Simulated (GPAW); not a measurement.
# Habitual settings against a tight run: InSe (P6_3/mmc, 8 atoms in the cell)

Self-consistent single point.

```
CELL_PARAMETERS angstrom
      4.09710     0.00000     0.00000
     -2.04855     3.54819     0.00000
      0.00000     0.00000    17.66721
ATOMIC_POSITIONS crystal
  In 0.33333 0.66667 0.33030
  In 0.66667 0.33333 0.66970
  In 0.66667 0.33333 0.83030
  In 0.33333 0.66667 0.16970
  Se 0.33333 0.66667 0.59732
  Se 0.66667 0.33333 0.40268
  Se 0.66667 0.33333 0.09732
  Se 0.33333 0.66667 0.90268
```

Level of theory: LDA (Perdew-Wang 92), GPAW PAW datasets LDA (gpaw-data 1.0.1) (plane waves; GPAW).

Base settings: mode = pw; ecut = 550 eV; xc = LDA; kpts = 4 4 1; mesh shift (steps) = 0 0 0; occupations.name = methfessel-paxton; occupations.width = 0.05 eV; occupations.order = 0; nbands = -4; convergence.density = 1e-05 e/electron; convergence.energy = 1e-05 eV/electron; convergence.bands = -2.

Tight run (finer mesh or higher cutoff; not a proven limit): ecut: 550 eV → 770 eV; kpts: 4 4 1 → 6 6 2; convergence.density: 1e-05 e/electron → 2e-07 e/electron; convergence.energy: 1e-05 eV/electron → 1e-11 eV/electron; convergence.eigenstates: default → 1e-15. It gave top of the valence band (on the code's own zero) 3.35 eV; gap on the k-point mesh 0.20 eV; pressure -3.99 GPa; largest force (vector length) 0.448 eV/Å.

Quick runs, as changes from the base:
- A: the base itself
- B: ecut: 550 eV → 275 eV; xc: LDA → PBEsol; kpts: 4 4 1 → 2 2 2; kpts_shift: 0 0 0 → 0.5 0.5 0.5; occupations.width: 0.05 eV → 0.272 eV; convergence.density: 1e-05 e/electron → 0.0002 e/electron; convergence.eigenstates: default → 1e-09; potentials: GPAW PAW datasets PBEsol (made by gpaw-setup) [PBEsol]
- C: ecut: 550 eV → 330 eV; kpts: 4 4 1 → 1 1 1; occupations.width: 0.05 eV → 0.272 eV

Energies are extrapolated to zero smearing width, which holds to low order in the width alone.

Dashes: energy of B, another energy zero; time of C, under 30 s.

† marks runs with another functional, U, potentials or spin treatment: their distance from the tight run is not a convergence error alone.

The count of work is k-points × plane waves × bands × iterations; it is no time. Core times come from one kind of shared machine and are given to one figure; runs under 30 s give none.

The starting cell comes from a database of computed structures (which also holds hypothetical and non-ambient phases and stackings), without a prior relaxation at this level. Its lattice was rescaled by a random factor within 2.5 % of one. In the base run, with a pressure of about -4 GPa the cell is away from its equilibrium volume at this level.

```
run  energy less tight (meV/atom)  largest miss in a force vector (eV/Å)  count of work / tight  core time / tight (rough)
---  ----------------------------  -------------------------------------  ---------------------  -------------------------
A                            22.9                                  0.011                  0.086                        0.1
B†                              –                                  0.106                  0.013                       0.05
C                          3087.1                                  2.245                 0.0054                          –
```

Among the runs at the tight run's level, the energy misses run from 22.9 to 3087.1 meV/atom.

Left out of this page: 3 runs of the series outside the window shown, repeating another row's setting, or not comparable.
